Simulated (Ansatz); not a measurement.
Defect: interstitial H in wurtzite ZnO, charge state +1. Calculation: PBE, PAW (plane waves to 420 eV; Ansatz, a program for electronic structure).

72-site cell at the relaxed PBE lattice, one k-point at (0.125, 0.250, 0.250), smearing 0.01 eV, spin-restricted, no finite-size correction. Static, classical nuclei. The charge state is imposed; whether it is stable for some Fermi level was not computed. Sites that were not tried may lie lower. The start lies 0.14 eV above the lowest site run (PBE).

Barriers: single points on a 2×2×2 k-point mesh shifted by half a step along c at the bands' geometries.

Relaxed starting cell (atoms counted from 1):

```yaml
crystal:
  lattice:
    - [9.83847, 0.00000, 0.00000]
    - [-4.91923, 8.52036, 0.00000]
    - [0.00000, 0.00000, 10.58758]
  atoms:
    - { symbol: Zn, position: [0.14429, 0.07235, 0.27699] }
    - { symbol: Zn, position: [0.22163, 0.11052, 0.74836] }
    - { symbol: Zn, position: [0.22091, 0.44460, 0.24989] }
    - { symbol: Zn, position: [0.22255, 0.44574, 0.75070] }
    - { symbol: Zn, position: [0.22118, 0.77632, 0.24989] }
    - { symbol: Zn, position: [0.22256, 0.77621, 0.75074] }
    - { symbol: Zn, position: [0.56097, 0.10409, 0.25099] }
    - { symbol: Zn, position: [0.55668, 0.10906, 0.74372] }
    - { symbol: Zn, position: [0.55977, 0.45492, 0.25082] }
    - { symbol: Zn, position: [0.55664, 0.44686, 0.74378] }
    - { symbol: Zn, position: [0.55285, 0.77591, 0.24810] }
    - { symbol: Zn, position: [0.55546, 0.77737, 0.74855] }
    - { symbol: Zn, position: [0.87943, 0.10995, 0.24808] }
    - { symbol: Zn, position: [0.88723, 0.10957, 0.75022] }
    - { symbol: Zn, position: [0.88980, 0.44468, 0.24882] }
    - { symbol: Zn, position: [0.88912, 0.44432, 0.74771] }
    - { symbol: Zn, position: [0.87948, 0.76881, 0.24808] }
    - { symbol: Zn, position: [0.88718, 0.77706, 0.75027] }
    - { symbol: Zn, position: [0.10727, 0.22697, 0.50636] }
    - { symbol: Zn, position: [0.11249, 0.22222, 0.99736] }
    - { symbol: Zn, position: [0.10990, 0.55542, 0.49948] }
    - { symbol: Zn, position: [0.11089, 0.55582, 0.99882] }
    - { symbol: Zn, position: [0.10725, 0.88106, 0.50638] }
    - { symbol: Zn, position: [0.11242, 0.89085, 0.99728] }
    - { symbol: Zn, position: [0.44343, 0.22194, 0.49871] }
    - { symbol: Zn, position: [0.45362, 0.22704, 0.97597] }
    - { symbol: Zn, position: [0.44287, 0.55627, 0.49883] }
    - { symbol: Zn, position: [0.44447, 0.55626, 0.99719] }
    - { symbol: Zn, position: [0.44289, 0.88720, 0.49883] }
    - { symbol: Zn, position: [0.44460, 0.88883, 0.99718] }
    - { symbol: Zn, position: [0.77729, 0.22288, 0.49854] }
    - { symbol: Zn, position: [0.77994, 0.22341, 0.99565] }
    - { symbol: Zn, position: [0.77713, 0.55521, 0.49844] }
    - { symbol: Zn, position: [0.77981, 0.55710, 0.99584] }
    - { symbol: Zn, position: [0.77627, 0.88854, 0.49916] }
    - { symbol: Zn, position: [0.77707, 0.88889, 0.99829] }
    - { symbol: O, position: [0.21576, 0.10810, 0.44740] }
    - { symbol: O, position: [0.22628, 0.11339, 0.93962] }
    - { symbol: O, position: [0.22078, 0.44390, 0.43845] }
    - { symbol: O, position: [0.22206, 0.44431, 0.93995] }
    - { symbol: O, position: [0.22083, 0.77753, 0.43842] }
    - { symbol: O, position: [0.22214, 0.77832, 0.93995] }
    - { symbol: O, position: [0.55363, 0.11058, 0.43745] }
    - { symbol: O, position: [0.55900, 0.10923, 0.93349] }
    - { symbol: O, position: [0.55346, 0.44324, 0.43743] }
    - { symbol: O, position: [0.55898, 0.45016, 0.93362] }
    - { symbol: O, position: [0.55480, 0.77757, 0.43695] }
    - { symbol: O, position: [0.55572, 0.77802, 0.93800] }
    - { symbol: O, position: [0.88851, 0.11087, 0.43715] }
    - { symbol: O, position: [0.89034, 0.11094, 0.93936] }
    - { symbol: O, position: [0.88793, 0.44430, 0.43747] }
    - { symbol: O, position: [0.88952, 0.44507, 0.93707] }
    - { symbol: O, position: [0.88853, 0.77818, 0.43711] }
    - { symbol: O, position: [0.89027, 0.77980, 0.93944] }
    - { symbol: O, position: [0.10718, 0.22078, 0.18892] }
    - { symbol: O, position: [0.11058, 0.22261, 0.69266] }
    - { symbol: O, position: [0.11084, 0.55552, 0.18836] }
    - { symbol: O, position: [0.11126, 0.55544, 0.68831] }
    - { symbol: O, position: [0.10747, 0.88672, 0.18892] }
    - { symbol: O, position: [0.11049, 0.88751, 0.69273] }
    - { symbol: O, position: [0.46949, 0.23387, 0.17455] }
    - { symbol: O, position: [0.44434, 0.22190, 0.68799] }
    - { symbol: O, position: [0.44196, 0.55375, 0.18724] }
    - { symbol: O, position: [0.44325, 0.55574, 0.68725] }
    - { symbol: O, position: [0.44222, 0.88768, 0.18724] }
    - { symbol: O, position: [0.44321, 0.88693, 0.68722] }
    - { symbol: O, position: [0.77711, 0.22386, 0.18565] }
    - { symbol: O, position: [0.77908, 0.22232, 0.68680] }
    - { symbol: O, position: [0.77645, 0.55250, 0.18583] }
    - { symbol: O, position: [0.77898, 0.55641, 0.68676] }
    - { symbol: O, position: [0.77626, 0.88786, 0.18856] }
    - { symbol: O, position: [0.77750, 0.88855, 0.68797] }
    - { symbol: H, position: [0.35617, 0.17478, 0.18605] }
```
Cell charge +1.

End state 1 differs by these moves (Å; atoms that move under 0.08 Å are left out):

```tsv
atom	element	Δx	Δy	Δz
1	Zn	0.45	0.18	-0.20
7	Zn	0.18	-0.10	0.08
9	Zn	0.07	0.08	0.08
13	Zn	0.11	0.01	0.00
17	Zn	0.04	0.08	0.00
26	Zn	-0.04	-0.06	0.04
61	O	-0.54	0.10	0.01
73	H	-0.53	1.08	-0.38
```

Problem. What is the computed forward and backward barriers to end state 1 (PBE, PAW)?

Solution. forward 0.084 eV, backward 0.049 eV; at the saddle point atom 73 has neighbours O at 0.98, O at 2.18; Zn at 2.06 Å. The check of the saddle point's order was inconclusive.
